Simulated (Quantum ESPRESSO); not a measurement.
Input and output of a self-consistent single point for TlIO₃ (R3m, 5 atoms in the cell) (Quantum ESPRESSO).

Method: LDA (PZ), GBRV 1.5 ultrasoft (LDA) pseudopotentials (plane waves; Quantum ESPRESSO).

The change in words: 1 x 1 x 1 supercell, one I atom moved by 0.02 angstrom along z. Reference geometry:
```
TlIO3
1.0
    3.16025    -1.82457     2.66340
    0.00000     3.64914     2.66340
   -3.16025    -1.82457     2.66340
Tl I O
1 1 3
Direct
  0.00875   0.00875   0.00875
  0.50186   0.50186   0.50186
  0.90328   0.46189   0.46189
  0.46189   0.90328   0.46189
  0.46189   0.46189   0.90328
```

Reference input (self-consistent single point, DFT, LDA (PZ), plane waves, GBRV 1.5 ultrasoft (LDA) pseudopotentials): ecutwfc = 40 Ry; ecutrho = 200 Ry; occupations = smearing; smearing = fd; degauss = 0.00147 Ry; potentials = {Tl: tl_lda_v1.2.uspp.F.UPF, I: i_lda_v1.uspp.F.UPF, O: o_lda_v1.2.uspp.F.UPF}; K_POINTS = automatic 3 3 3 0 0 0; conv_thr = 1e-10 Ry; mixing_beta = 0.5. This run's input differs from it in these lines:

```diff
@@ -30,3 +30,3 @@
 Tl    0.0000000000    0.0000000000    0.0699142238
-I     0.0000000000    0.0000000000    4.0099602664
+I     0.0000000000    0.0000000000    4.0299597295
 O     1.3949015038   -0.8053467587    4.8661897769
```

Log, with long lists cut:

```
     Self-consistent Calculation

     iteration #  1     ecut=    40.00 Ry     beta= 0.50

     negative rho (up, down):  4.716E-02 0.000E+00

     total energy              =    -305.50830921 Ry
     estimated scf accuracy    <       1.65573592 Ry

     iteration #  2     ecut=    40.00 Ry     beta= 0.50

     negative rho (up, down):  4.696E-02 0.000E+00

     total energy              =    -306.04645833 Ry
     estimated scf accuracy    <       0.70613925 Ry

     iteration #  3     ecut=    40.00 Ry     beta= 0.50

     negative rho (up, down):  4.679E-02 0.000E+00

     total energy              =    -306.14979507 Ry
     estimated scf accuracy    <       0.01752869 Ry

   [... 7 blocks of this kind left out ...]

     iteration # 11     ecut=    40.00 Ry     beta= 0.50

     negative rho (up, down):  4.658E-02 0.000E+00

     total energy              =    -306.15827205 Ry
     estimated scf accuracy    <          1.7E-10 Ry

     iteration # 12     ecut=    40.00 Ry     beta= 0.50

     negative rho (up, down):  4.658E-02 0.000E+00
     End of self-consistent calculation

     the Fermi energy is     5.2440 ev

!    total energy              =    -306.15827205 Ry
     estimated scf accuracy    <          2.2E-12 Ry
     smearing contrib. (-TS)   =      -0.00000000 Ry
     internal energy E=F+TS    =    -306.15827205 Ry

     convergence has been achieved in  12 iterations

     negative rho (up, down):  4.658E-02 0.000E+00

     Forces acting on atoms (cartesian axes, Ry/au):

     atom    1 type  1   force =     0.00000000    0.00000000    0.00497831
     atom    2 type  2   force =     0.00000000   -0.00000000   -0.04466933
     atom    3 type  3   force =     0.02095032   -0.01209567    0.01323034
     atom    4 type  3   force =    -0.00000000    0.02419135    0.01323034
     atom    5 type  3   force =    -0.02095032   -0.01209567    0.01323034

     Total force =     0.065581     Total SCF correction =     0.000003

     negative rho (up, down):  4.658E-02 0.000E+00
          total   stress  (Ry/bohr**3)                   (kbar)     P=      -23.22
  -0.00015122   0.00000000   0.00000000          -22.25        0.00        0.00
   0.00000000  -0.00015122  -0.00000000            0.00      -22.25       -0.00
  -0.00000000  -0.00000000  -0.00017101           -0.00       -0.00      -25.16

   JOB DONE.
```

The run converged in 12 iterations. Against the reference run the free energy rises by 3.4 meV/atom, the pressure goes from -3.35 to -2.32 GPa, the largest force goes from 0.548 to 1.148 eV/Å and the gap on the mesh goes from 3.980 to 4.049 eV.

The starting cell comes from a database of computed structures (which also holds hypothetical and non-ambient phases and stackings), without a prior relaxation at this level. Its lattice was rescaled by up to half a per cent. For this run, on top of that: 1 x 1 x 1 supercell, one I atom moved by 0.02 angstrom along z. Spin-orbit coupling is off. Forces in this geometry exceed 1 eV/Å.
